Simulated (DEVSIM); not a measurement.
Device: Pd/SiON/p-InP capacitor, at 400 K.

```tsv
layer (left to right)	material	thickness (nm)	Na (cm⁻³)
1	SiON	29.0	-
2	InP	2900	4.6e16
```

Metal gate on the left, work function 5.2 eV. Fixed charge at the semiconductor interface 3.4e10 cm⁻² (in units of +e); no interface traps.

The device is made up for the run: typed textbook-type constants, with dimensions and the other settings drawn at random. Values at 300 K; Nc and Nv go as T^1.5, mobilities as T to minus their exponent, the gap by Varshni's rule with the affinity fixed.

| parameter | SiON | InP |
|---|---|---|
| gap (eV) | 7 | 1.344 |
| affinity (eV) | 1.4 | 4.38 |
| permittivity | 5.5 | 12.5 |
| Nc (cm⁻³) | - | 5.7e17 |
| Nv (cm⁻³) | - | 1.1e19 |
| Varshni α (eV/K) | - | 0.000363 |
| Varshni β (K) | - | 162 |

Model (solved in DEVSIM): 1D Poisson equation in equilibrium, Boltzmann statistics, complete ionisation; no quantum confinement or tunnelling. Metal contacts follow the ideal Schottky-Mott rule: no Fermi-level pinning, no interface dipoles.

Tabulate band edges, carrier densities and field at 0.6 V on the gate.

Energies count from the Fermi level of the right contact; mesh points crowd at the junctions.

```tsv
x (μm)	Ec (eV)	Ev (eV)	n (cm⁻³)	p (cm⁻³)	field (V/cm)
0.000	3.200	-3.800	< 1e2	< 1e2	160000
0.001490	3.223	-3.777	< 1e2	< 1e2	160000
0.004925	3.276	-3.724	< 1e2	< 1e2	160000
0.01222	3.390	-3.610	< 1e2	< 1e2	160000
0.02367	3.568	-3.432	< 1e2	< 1e2	160000
0.02733	3.625	-3.375	< 1e2	< 1e2	160000
0.02892	3.649	-3.351	< 1e2	< 1e2	160000
0.03116	0.686	-0.625	2.0e9	2.2e11	72000
0.03584	0.719	-0.592	7.7e8	5.8e11	69000
0.04651	0.788	-0.523	1.0e8	4.4e12	62000
0.07288	0.928	-0.384	1800000	2.5e14	44000
0.1703	1.102	-0.209	11000	3.9e16	2400
0.3602	1.108	-0.204	9700	4.6e16	≈ 0
0.8297	1.108	-0.204	9700	4.6e16	≈ 0
2.086	1.108	-0.204	9700	4.6e16	≈ 0
2.568	1.108	-0.204	9700	4.6e16	≈ 0
2.780	1.108	-0.204	9700	4.6e16	≈ 0
2.866	1.108	-0.204	9700	4.6e16	≈ 0
2.910	1.108	-0.204	9700	4.6e16	≈ 0
2.922	1.108	-0.204	9700	4.6e16	≈ 0
2.926	1.108	-0.204	9700	4.6e16	≈ 0
2.929	1.108	-0.204	9700	4.6e16	≈ 0
```
